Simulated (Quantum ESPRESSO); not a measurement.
Quantum ESPRESSO run on NiAl (Pm-3m, 2 atoms in the cell): self-consistent single point.

Method: PBEsol, SSSP 1.1.2 efficiency (PBE) pseudopotentials (plane waves; Quantum ESPRESSO).

```
NiAl
1.0
    2.89000     0.00000     0.00000
    0.00000     2.89000     0.00000
    0.00000     0.00000     2.89000
Al Ni
1 1
Cartesian
  1.44500   1.44500   1.44500
  0.00000   0.00000   0.00000
```

Reference input (self-consistent single point, DFT, PBE, plane waves, SSSP 1.1.2 efficiency (PBE) pseudopotentials): ecutwfc = 50 Ry; ecutrho = 400 Ry; occupations = smearing; smearing = fd; degauss = 0.0073499 Ry; potentials = {Al: Al.pbe-n-kjpaw_psl.1.0.0.UPF, Ni: ni_pbe_v1.4.uspp.F.UPF}; K_POINTS = automatic 9 9 9 0 0 0; conv_thr = 1e-10 Ry; mixing_beta = 0.4. This run's input differs from it in these lines:

```diff
@@ -16,2 +16,3 @@
   degauss = 0.0073499,
+  input_dft = 'pbesol',
 /
```

Output, abridged:

```
     Self-consistent Calculation

     iteration #  1     ecut=    50.00 Ry     beta= 0.40

     total energy              =    -359.47668281 Ry
     estimated scf accuracy    <      54.79646849 Ry

     iteration #  2     ecut=    50.00 Ry     beta= 0.40

     total energy              =    -381.22985430 Ry
     estimated scf accuracy    <      25.69857435 Ry

     iteration #  3     ecut=    50.00 Ry     beta= 0.40

     total energy              =    -381.58453194 Ry
     estimated scf accuracy    <       5.15659044 Ry

   [... 13 blocks of this kind left out ...]

     iteration # 17     ecut=    50.00 Ry     beta= 0.40

     total energy              =    -381.56645636 Ry
     estimated scf accuracy    <          6.5E-09 Ry

     iteration # 18     ecut=    50.00 Ry     beta= 0.40
     End of self-consistent calculation

     the Fermi energy is    13.5547 ev

!    total energy              =    -381.56645636 Ry
     estimated scf accuracy    <          1.5E-11 Ry
     smearing contrib. (-TS)   =      -0.00217338 Ry
     internal energy E=F+TS    =    -381.56428298 Ry

     convergence has been achieved in  18 iterations

     Forces acting on atoms (cartesian axes, Ry/au):

     atom    1 type  1   force =     0.00000000    0.00000000    0.00000000
     atom    2 type  2   force =     0.00000000    0.00000000    0.00000000

     Total force =     0.000000     Total SCF correction =     0.000000

          total   stress  (Ry/bohr**3)                   (kbar)     P=      -45.40
  -0.00030863   0.00000000   0.00000000          -45.40        0.00        0.00
   0.00000000  -0.00030863   0.00000000            0.00      -45.40        0.00
   0.00000000   0.00000000  -0.00030863            0.00        0.00      -45.40

   JOB DONE.
```

The run converged in 18 iterations. Against the reference run the pressure goes from 0.68 to -4.54 GPa.

The starting cell has typed, rounded lattice constants, without a prior relaxation at this level. Spin polarisation is off. With a pressure of about -5 GPa the cell is away from its equilibrium volume at this level.
